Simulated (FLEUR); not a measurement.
FLEUR run on TaN (Fm-3m, 2 atoms in the cell): self-consistent single point.

Method of the run: PBEsol, all-electron FLAPW (FLEUR), scalar-relativistic valence.

```
CELL_PARAMETERS angstrom
      0.00000     2.17528     2.17528
      2.17528     0.00000     2.17528
      2.17528     2.17528     0.00000
ATOMIC_POSITIONS crystal
  Ta 0.50000 0.50000 0.50000
  N  0.00000 0.00000 0.00000
```

Reference input (self-consistent single point, DFT, PBE, all-electron FLAPW (FLEUR), scalar-relativistic valence): Kmax = 4.3 1/bohr; GmaxXC = 17.2 1/bohr; xcFunctional = pbe; jspins = 1; l_soc = F; mode = gauss; fermiSmearingEnergy = 0.00734986 Htr; mesh (inpgen div1-3) = 13 13 13; inpgen gamma flag = false; Gmax = 17.2 1/bohr; numbands = 0; maxIterBroyd = 25. This run's input differs from it in these lines:

```diff
@@ -14,2 +14,3 @@
 &comp jspins=1 /
+&exco xctyp='PBEs' /
 &kpt div1=13 div2=13 div3=13 /
@@ -26,3 +27,3 @@
       <coreElectrons ctail="T" frcor="F" kcrel="0" coretail_lmax="0"/>
-      <xcFunctional name="pbe" relativisticCorrections="F"/>
+      <xcFunctional name="PBEs" relativisticCorrections="F"/>
       <magnetism jspins="1"/>
```

Log, with long lists cut:

```
 Iteration:     1   Distance:      26.31814813 me/bohr^3
 Iteration:     2   Distance:      22.43750453 me/bohr^3
 Iteration:     3   Distance:       9.33113417 me/bohr^3
 Iteration:     4   Distance:       6.86797112 me/bohr^3
 Iteration:     5   Distance:       3.59590538 me/bohr^3
   [... 7 lines left out ...]
 Iteration:    13   Distance:       0.00196841 me/bohr^3
 Iteration:    14   Distance:       0.00007645 me/bohr^3
 Iteration:    15   Distance:       0.00002190 me/bohr^3
 Iteration:    16   Distance:       0.00000971 me/bohr^3
 Run finished successfully
 Stop message:
   Structural relaxation: Done

[file out, last iteration]
             iter=     17
[...]
          total density-effective poten   -2.7154272182E+04
          total charge density-energy d   -3.1973520649E+02
 Updated energy parameters for spin:           1
[...]
 fermi energy and band-weighting factors:
    1.496193

[...]
FERMIE:
          first approx. to ef    (T=0)  :   0.699365 htr   (energy of the highest occ. eigenvalue)
          number of occ. states  (T=0)  :       1358
          first approx. to seigv (T=0)  :  -4.569602 htr
          sum of weights of occ. states :  16.000000
          sum of semicore charge        :   0.000000 e
          fermi energy=   0.69741 har   work function= -18.97743 ev
          number of valence electrons=  32.00001
   [... lines left out ...]
          total moment                 =     0.00000
 Direct bandgap for spin            1 :    1.5206116224801502E-002  Htr
 ---->    free energy=                    -15676.1055955614 htr
   [... lines left out ...]
      extrapolation for T->0
 ---->    total electron energy=          -15676.1055955614 htr
 ***** TOTAL FORCES ON ATOMS *****
 TOTAL FORCE FOR ATOM TYPE=  1  X=  4.111   Y=  4.111   Z=  4.111
                       FX_TOT= 0.000000 FY_TOT= 0.000000 FZ_TOT= 0.000000
 TOTAL FORCE FOR ATOM TYPE=  2  X=  0.000   Y=  0.000   Z=  0.000
                       FX_TOT= 0.000000 FY_TOT= 0.000000 FZ_TOT= 0.000000
 Structural relaxation: Done
```

The run converged in 16 iterations. FLEUR gives forces in its relaxation mode, with a further iteration, so its stop message speaks of a relaxation. 

The starting cell comes from a database of computed structures (which also holds hypothetical and non-ambient phases and stackings), without a prior relaxation at this level. Its lattice was rescaled by a random factor within 2.5 % of one. Spin-orbit coupling is off. Spin polarisation is off. Values depend on the basis (sphere radii, cutoffs, local orbitals), which need not be converged. The log's line on a gap gives a spacing of levels on this mesh, which the program prints for metals too.

Cost on one core of a shared machine: roughly 80 s.
